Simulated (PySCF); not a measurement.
PySCF 2.14.0, PBE0/def2-svp, df: Ge(Cl)2(OH)2 ([OH][Ge]([OH])([Cl])[Cl]), 7 atoms. The geometry is a generated start, not checked to be a minimum at this level.

```yaml
task: energy
method: pbe0
basis: def2-svp
two_electron_scheme: density fitting
mol.max_memory: 3000 MB
mf.max_cycle: 100
mf.init_guess: minao (default)
mf.conv_tol: 1e-09 (default)
mf.grids.level: 3 (default)
basis_functions: 106
grid_points: 106184
```

```xyz
7

O      0.4978    -1.1087    -0.9900
Ge     0.2652     0.2949     0.0133
O     -1.2207     0.1299     0.9153
Cl     0.1570     1.8911    -1.3233
Cl     1.7578     0.4140     1.4670
H      0.5828    -1.9561    -0.5524
H     -2.0400     0.3349     0.4700
```

With the defaults (mf.DIIS = CDIIS, mf.diis = true, newton = off, mf.damp = 0, mf.diis_start_cycle = 1, mf.level_shift = 0, mf.diis_space = 8) it converges in 12 Fock builds. One run each on 2 threads, 1 BLAS thread, with these changes:
- mf.level_shift = 0.3 Hartree
- mf.damp = 0.3, mf.diis_start_cycle = 4
- mf.diis = false, mf.damp = 0.7, mf.diis_start_cycle = 999
- mf.diis_space = 3
- newton = Hessian by the SCF's own integrals
- mf.DIIS = ADIIS
- mf.diis = false
- mf.DIIS = EDIIS
- mf.diis_space = 5

**Question.** Name the settings that don't reach the solution of the defaults.

**Answer.** No convergence: mf.DIIS = EDIIS; mf.diis = false (the run ends without SCF convergence in 100 cycles). The rest reach the solution of the defaults.

| setting | Fock builds | end |
|---|---|---|
| the defaults | 12 | same solution |
| mf.diis_space = 5 | 12 | same solution |
| mf.level_shift = 0.3 Hartree | 14 | same solution |
| mf.damp = 0.3, mf.diis_start_cycle = 4 | 15 | same solution |
| mf.diis_space = 3 | 15 | same solution |
| mf.DIIS = ADIIS | 16 | same solution |
| newton = Hessian by the SCF's own integrals | 27 | same solution |
| mf.diis = false, mf.damp = 0.7, mf.diis_start_cycle = 999 | 27 | same solution |
| mf.DIIS = EDIIS | 101 | no convergence |
| mf.diis = false | 101 | no convergence |

Under newton the count holds the products with the orbital Hessian.
